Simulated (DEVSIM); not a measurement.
illuminated Si n-on-p cell, one wavelength

Structure: illuminated Si n-on-p cell, one wavelength, at 350 K.

```
layer (left to right)  material  thickness (μm)  Nd (cm⁻³)  Na (cm⁻³)  τn (s)  τp (s)  absorption coefficient (cm⁻¹)
---------------------  --------  --------------  ---------  ---------  ------  ------  -----------------------------
1                            Si           0.380     6.5e17          -  1.9e-6  6.6e-7                          61000
2                            Si             180          -     1.5e17    3e-5    3e-5                          61000
```

Left contact: ohmic, minority hole recombination velocity 9000 cm/s. Right contact: ohmic, minority electron recombination velocity 10 cm/s. Voltage is applied to the left contact. Recombination: SRH at mid-gap, radiative, Auger. Gap narrowing is on: ΔEg = 6.92 meV × (l + √(l² + 0.5)), l = ln(N/1.3e17 cm⁻³), shared equally by both band edges. Light enters at the left, 2.7e18 photons cm⁻² s⁻¹, one pass, no reflection. Mobility is μmin + (μ − μmin)/(1 + (N/Nref)^α).

Constants are typed, rounded textbook-type inputs, not results; the design itself was drawn at random and stands for no fabricated device. Values at 300 K; Nc and Nv go as T^1.5, mobilities as T to minus their exponent, the gap by Varshni's rule with the affinity fixed.

| parameter | Si |
|---|---|
| gap (eV) | 1.124 |
| affinity (eV) | 4.05 |
| permittivity | 11.7 |
| Nc (cm⁻³) | 2.86e19 |
| Nv (cm⁻³) | 3.1e19 |
| μn (cm²/Vs) | 1417 |
| μp (cm²/Vs) | 470 |
| μn,min | 52 |
| μp,min | 45 |
| Nref,n | 9.7e16 |
| Nref,p | 2.2e17 |
| αn | 0.68 |
| αp | 0.72 |
| T exponent of μn | 2.3 |
| T exponent of μp | 2.2 |
| B (cm³/s) | 4.7e-15 |
| Cn (cm⁶/s) | 2.8e-31 |
| Cp (cm⁶/s) | 9.9e-32 |
| Varshni α (eV/K) | 0.000473 |
| Varshni β (K) | 636 |

Simulated with DEVSIM: 1D drift-diffusion, Boltzmann statistics, complete ionisation; no tunnelling, impact ionisation, image-force lowering or self-heating.

```
Item                                                       Value
---------------------------------------------------  -----------
Potential step across the device at zero bias            0.807 V
Largest field in the device at zero bias             170000 V/cm
Dark forward voltage at 1 A/cm²                          0.638 V
Dark forward voltage at 100 A/cm²                        0.889 V
Short-circuit current                                 412 mA/cm²
Open-circuit voltage                                     0.608 V
Fill factor                                                 0.81
Largest power                                         202 mW/cm²
Share of generated pairs collected at short circuit        0.953
```

Dark forward current:

| V (V) | J (A/cm²) |
|---|---|
| -0.05 | -4.4e-9 |
| -0.15 | -1.2e-7 |
| -0.30 | -1.6e-5 |
| -0.40 | -0.00042 |
| -0.50 | -0.012 |
| -0.65 | -1.4 |
| -0.75 | -14 |
| -0.85 | -61 |
| -0.95 | -190 |
| -1.10 | -530 |
| -1.20 | -830 |
| -1.30 | -1200 |
| -1.45 | -1800 |
| -1.55 | -2200 |

Current under light (generator sign):

| V (V) | J (mA/cm²) |
|---|---|
| 0.00 | 412 |
| 0.08 | 412 |
| 0.18 | 412 |
| 0.26 | 412 |
| 0.36 | 412 |
| 0.46 | 409 |
| 0.48 | 405 |
| 0.50 | 399 |
| 0.52 | 388 |
| 0.54 | 366 |
| 0.56 | 323 |
| 0.58 | 242 |
| 0.60 | 87.0 |
| 0.62 | -199 |
